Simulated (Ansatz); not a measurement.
The reference is GaN in the wurtzite structure (space group P6_3mc, No. 186; a = 3.183 Å, c = 5.184 Å).

All numbers come from Kohn–Sham DFT with the r2SCAN functional, run in Ansatz (a program for electronic structure) with PAW and 500 eV plane waves, no spin-orbit coupling.

Base values:

The c/a ratio comes out as 1.628. The valence-band top at Γ is 0.00, 0.00, -0.04 eV and the lattice parameter a comes out as 3.183 Å. The band gap is 2.35 eV.

It is then changed as follows: a hydrostatic pressure of 100 GPa.

Problem. Predict the new c/a ratio, valence-band top at Γ, lattice parameter a and band gap.

Solution. The c/a ratio increases by 0.0072 (1.628 → 1.636); the valence-band top at Γ (three highest levels, from the VBM) goes from 0.00, 0.00, -0.04 eV to 0.00, 0.00, -0.13 eV; the lattice parameter a falls by 0.2886 Å (3.183 Å → 2.895 Å); the band gap rises by 1.90 eV (2.35 eV → 4.25 eV).

Load acts through the strain it causes; cell and atoms are relaxed under it. No phonon test of stability was made. Measured, GaN leaves this structure (for rock salt) near 47 GPa (temperature not stated; as listed in Datta, Sujoy, Jana, Debnarayan, arXiv (2020)), on rising pressure, with hysteresis.
